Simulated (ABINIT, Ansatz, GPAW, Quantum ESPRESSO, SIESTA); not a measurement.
## One structure in several programs: LiZn (Fd-3m, 4 atoms in the cell)

Self-consistent single point.

```
LiZn
1.0
    0.00000     3.03182     3.03182
    3.03182     0.00000     3.03182
    3.03182     3.03182     0.00000
Li Zn
2 2
Direct
  0.25000   0.25000   0.25000
  0.00000   0.00000   0.00000
  0.75000   0.75000   0.75000
  0.50000   0.50000   0.50000
```

All programs got the same cell, k-point mesh and kind of occupations (in Ansatz's words: kpoints.mp_grid.grid = 8 8 8; scf.occupations.method = gaussian; scf.occupations.width = 0.05 eV); potentials, basis and cutoffs are each program's usual ones.

```csv
code,model,pressure (GPa),k-points,cutoff
GPAW,"PBEsol, GPAW PAW datasets PBEsol (made by gpaw-setup)",-0.19,29,850 eV
SIESTA,"GGA PBEsol, numerical atomic orbitals DZP, PseudoDojo PBEsol standard norm-conserving potentials (rewritten from UPF to PSML)",-5.44,296,grid 300 Ry
Ansatz,"PBEsol, PAW files made with PBE",-0.38,29,default
Quantum ESPRESSO,"PBEsol, PseudoDojo standard norm-conserving (PBESOL) pseudopotentials",-0.41,29,85 Ry
ABINIT,"PBEsol, PAW (JTH v2.0 PBE PAW, files made for PBE)",-0.40,29,60 Ry
```

The spread over the programs that give each value: pressure within 5.25 GPa.

The starting cell comes from a database of computed structures (which also holds hypothetical and non-ambient phases and stackings), without a prior relaxation at this level.

Q: Why do the programs differ, and what cannot be compared?

A: Differences of this kind can come from the potentials, where these differ, and from what each basis and cutoff leave unconverged. The valence holds different numbers of electrons (GPAW 26, SIESTA 46, Ansatz (a program for electronic structure) 30, Quantum ESPRESSO 46, ABINIT 30). The zero of total energies and Fermi levels follows the potentials and each program's conventions, so they are not compared here. SIESTA uses small atom-centred bases, whose incompleteness enters pressures, forces and empty levels differently from a plane-wave cutoff. Ansatz's pressure is given at a fixed set of plane waves, as the other plane-wave codes print theirs; with its correction for the finite basis it is -0.33 GPa. The programs reduce the same mesh by symmetry to different extents, which changes the work and not the result. In the pressure, SIESTA (by 5.04) lies more than 1 GPa from the median of the plane-wave programs.

Left out of this page: Elk (not drawn, or without a comparable value); FLEUR (with a known weakness of the program).

Keys are those of Ansatz 0.2.
